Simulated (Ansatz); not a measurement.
NH2 on the 1x1 (110) surface of bcc Mo, one in a 2x2 cell, energies for each (28.3 Å²). Energies are against NH3(g) − ½ H2(g), without zero-point or thermal terms; each row is named by its start.

These are PBE (plane waves to 420 eV, PAW; Ansatz, an electronic-structure program) values and carry that method's errors.

Slab: 19 atoms, 6.5 Å thick at the start under the adsorbate (thin: gaps and levels are the slab's own); k 6x6x1, smearing 0.1 eV, dipole-corrected; 8 atoms held, the rest relaxed; each run with such symmetry as its start has; spin where the adsorbate may keep a moment, no spin-orbit, no U, no dispersion correction.

A negative adsorption energy means that the adsorbate is more stable on the surface than in its reference. Starts that drift may end in the same place. Heights count from the host atoms within 0.3 Å of the top one.

| starting site | E_ads (eV) | height (Å) | nearest host atom (Å) | bonded to | Δ work function (eV) | lateral drift (Å) | moment (μB) |
|---|---|---|---|---|---|---|---|
| top Mo | -0.40 | 2.19 | Mo 1.99 | Mo | … | 0.0 | 0.0 |
| hollow Mo-Mo-Mo | -0.97 | 1.76 | Mo 2.18 | 2 Mo | -1.18 | 1.0 | – |
| bridge Mo-Mo (span 2.7 Å) | -0.97 | 1.76 | Mo 2.18 | 2 Mo | -1.18 | 0.0 | – |
| bridge Mo-Mo (span 3.2 Å) | … | 1.59 | Mo 2.19 | 2 Mo | -1.36 | 0.0 | – |

Q: Complete the blanks.

A: 
- top Mo, Δ work function (eV): -1.30
- bridge Mo-Mo (span 3.2 Å), E_ads (eV): -0.60
